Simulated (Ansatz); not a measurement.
A (12,0) blue phosphorus nanotube has 48 atoms in a period of 5.655 Å, a mean diameter of 12.74 Å, and lies 46 meV/atom over the flat sheet relaxed at the same level.

The numbers are results of PBE (plane waves to 420 eV, PAW; Ansatz, a quantum-chemistry and plane-wave program), not measurements. Mesh 1×1×6. No spin polarisation. One-dimensional cell, images about 11 Å apart. A hypothetical model, rolled from the flat sheet. Only distortions within the start's symmetry and period were free.

Task: Which bending rigidity of the sheet does this imply in the thin-plate picture?

Result: A plate bent to radius R stores D/(2R²) an area. The area an atom is π × 12.74 × 5.655/48 = 4.72 Å², so the stored energy is 0.046/4.72 = 0.0097 eV/Å². With R = 6.370 Å, D = 2R² × 0.0097 = 0.79 eV.
